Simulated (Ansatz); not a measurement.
Inside the gap of an insulator the Bloch states are evanescent, with a wavenumber k + iκ along the transport direction.

Here is the system:

```
CELL_PARAMETERS angstrom
      3.99488     0.00000     0.00000
      0.00000     3.99488     0.00000
      0.00000     0.00000     3.99488
ATOMIC_POSITIONS crystal
  K  0.50000 0.50000 0.50000
  Ta 0.00000 0.00000 0.00000
  O  0.00000 0.50000 0.00000
  O  0.50000 0.00000 0.00000
  O  0.00000 0.00000 0.50000
```

The cell is taken as given; by LDA it stands under a pressure of -6.6 GPa.

Transport runs along the normal of the first two printed cell vectors, the (001) plane of the conventional cell.

The gap is the functional's own. No spin-orbit coupling. Mid-gap values are those at the computed energy nearest the middle.

Problem. Compute, with LDA (Ansatz, a first-principles code), the band gap and the smallest decay constant κ at mid-gap.

Solution. Gap 2.06 eV on a 8×8×8 mesh; κ = 0.222 1/Å, at the zone centre.
